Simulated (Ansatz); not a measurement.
# Ge: strain along the normal

Ge (diamond, Fd-3m, 22.838 Å³/atom at rest) under an equal strain ε in the (001) plane with the normal axis free, as in a coherent film. r2SCAN in Ansatz, a plane-wave DFT program (PAW, default set), 500 eV, 10×10×10 Γ-centred mesh, Fermi-Dirac smearing 0.05 eV; ions are relaxed within the symmetry of each cell.

Here s stands for strain and y for normal strain.

```
strain (%)  normal strain (%)
----------  -----------------
-1.50                    1.05
-1.00                    0.70
-0.50                    0.35
0.00                     0.00
0.50                    -0.34
1.00                    -0.68
1.50                    -1.03
3.00                        ?
```

Problem. Fit y against s with a straight line, and predict the withheld value at s = 3.00.

Solution. Means: s 0, y 0.007. About the means, the sum of products is -4.8450 and the sum of squares of s is 7.0000; the slope is their ratio. Least squares gives y = 0.007 - 0.6921·s. Residuals (row less fit): 0.005, 0.001, -0.003, -0.007, -0.001, 0.005, 0.001; standard error 0.005 (degrees of freedom: 5). The slope, -0.69 ± 0.00, is the elastic response of the normal axis, −2C12/C11 for this plane. At the withheld row, y = 0.007 - 0.6921 × 3.0 = -2.069%. The calculation gives -2.07%, which the fit meets to the printed digits. The row lies outside the fitted rows, so this is an extrapolation. The fitted rows scatter only by rounding.

This level leaves no gap over 0.05 eV at strain 1.50, where the mesh may be coarse. Rows are the converged runs of the series near zero and its far end; series whose fitted rows scatter by over a few per cent of the range, as at a crossing or softening among them, aren't shown in this form. Most that stay on the fit to the last digits aren't either.
